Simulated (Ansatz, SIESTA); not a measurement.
## Code comparison for LaSi2Pt2 (I4/mmm, 5 atoms in the cell)

Self-consistent single point.

```
CELL_PARAMETERS angstrom
     -2.12046     2.12046     4.90893
      2.12046    -2.12046     4.90893
      2.12046     2.12046    -4.90893
ATOMIC_POSITIONS crystal
  La 0.00000 0.00000 0.00000
  Si 0.25000 0.75000 0.50000
  Si 0.75000 0.25000 0.50000
  Pt 0.63737 0.63737 0.00000
  Pt 0.36263 0.36263 0.00000
```

Shared settings, as Ansatz (a program for electronic structure) writes them: kpoints.mp_grid.grid = 9 9 9; magnetization.spin_orbit = true; scf.occupations.method = gaussian; scf.occupations.width = 0.136 eV. Potentials and cutoffs stand in the table.

| code | model | pressure (GPa) | largest force (eV/Å) | cutoff |
|---|---|---|---|---|
| Ansatz | PBEsol with spin-orbit coupling, PAW files made with PBE | 5.45 | 0.294 | 420 eV |
| SIESTA | GGA PBEsol with spin-orbit coupling, numerical atomic orbitals DZP, PseudoDojo PBEsol fully relativistic norm-conserving potentials (rewritten from UPF to PSML) | – | 0.563 | grid 300 Ry |

A dash marks a value that a program does not give, or that is left out as unsure.

The spread over the programs that give each value: largest force within 0.269 eV/Å.

SIESTA uses small atom-centred bases, whose incompleteness enters pressures, forces and empty levels differently from a plane-wave cutoff.

The starting cell comes from a database of computed structures (which also holds hypothetical and non-ambient phases and stackings), without a prior relaxation at this level. Its lattice was rescaled by a random factor within 2.5 % of one.

Keys are those of Ansatz 0.2.
